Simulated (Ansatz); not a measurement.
Start from ZrS2 in the CdI2 type structure (space group P-3m1, No. 164; a = 3.635 Å, c = 5.720 Å; layered, stacked along the Cartesian z axis). Axes: x lies along a and z along c of the hexagonal cell.

All numbers come from Kohn–Sham DFT with the PBE-D3(BJ) functional, run in Ansatz (an electronic-structure program) with PAW and 420 eV plane waves, without spin-orbit coupling.

Strains are applied to the cell and any free atomic positions relax; under biaxial strain the out-of-plane vector relaxes too.

One change was made to it. Results:

The width of the top valence band falls by 0.025 eV, from 2.07 eV to 2.04 eV; the smallest direct gap falls by 0.06 eV (1.41 eV → 1.35 eV); the gap character stays indirect, Γ → L.

### Question
What was done to the base?
A) biaxial strain +2.00 %, plane normal [001], relaxed out of plane
B) biaxial strain +1.00 %, plane normal [001], relaxed out of plane
C) biaxial strain −1.00 %, plane normal [001], relaxed out of plane

### Answer
B, biaxial strain +1.00 %, plane normal [001], relaxed out of plane. For comparison, the smallest direct gap in the other runs: biaxial strain −1.00 %, plane normal [001], relaxed out of plane gives 1.45 eV; biaxial strain +2.00 %, plane normal [001], relaxed out of plane gives 1.28 eV.

No phonon test of stability was made.
